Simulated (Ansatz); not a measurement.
NH4Br (P4/nmm, No. 129; cell taken from a computed entry) was calculated with PBE0 (PAW; Ansatz, an electronic-structure program).

Run with plane-wave cutoff 500 eV, 4×4×6 k mesh (along the axes of the cell as run), gaussian smearing 0.02 eV, scalar-relativistic PAW data made under PBE.

Cell (relaxed with r²SCAN):

```cif
data_H8Br2N2
_chemical_formula_sum 'H8 Br2 N2'
_space_group_name_H-M_alt 'P4/nmm :1'
_space_group_IT_number 129
_space_group_name_Hall 'P 4ab 2ab -1ab'
_cell_length_a 5.73170
_cell_length_b 5.73170
_cell_length_c 4.09697
_cell_angle_alpha 90.000
_cell_angle_beta 90.000
_cell_angle_gamma 90.000
loop_
_space_group_symop_operation_xyz
  'x, y, z'
  '-y+1/2, x+1/2, z'
  '-x, -y, z'
  'y+1/2, -x+1/2, z'
  'x+1/2, -y+1/2, -z'
  '-y, -x, -z'
  '-x+1/2, y+1/2, -z'
  'y, x, -z'
  '-x+1/2, -y+1/2, -z'
  'y, -x, -z'
  'x+1/2, y+1/2, -z'
  '-y, x, -z'
  '-x, y, z'
  'y+1/2, x+1/2, z'
  'x, -y, z'
  '-y+1/2, -x+1/2, z'
loop_
_atom_site_label
_atom_site_type_symbol
_atom_site_symmetry_multiplicity
_atom_site_Wyckoff_symbol
_atom_site_fract_x
_atom_site_fract_y
_atom_site_fract_z
_atom_site_occupancy
H1 H 8 i 0.14726 0.00000 0.14510 1
Br1 Br 2 c 0.50000 0.00000 0.46089 1
N1 N 2 a 0.00000 0.00000 0.00000 1
```

Problem. Give the computed band gap.

Solution. 
* **band gap**: 6.23 eV (on the SCF k mesh)

Note: cell and atoms aren't relaxed at this level (largest force component 0.08 eV/Å, pressure 0.3 GPa).

Spin–orbit coupling is not included.

Static lattice: no zero-point or thermal effects.

Cost on a shared machine: about 5 core-minutes (a rough figure).
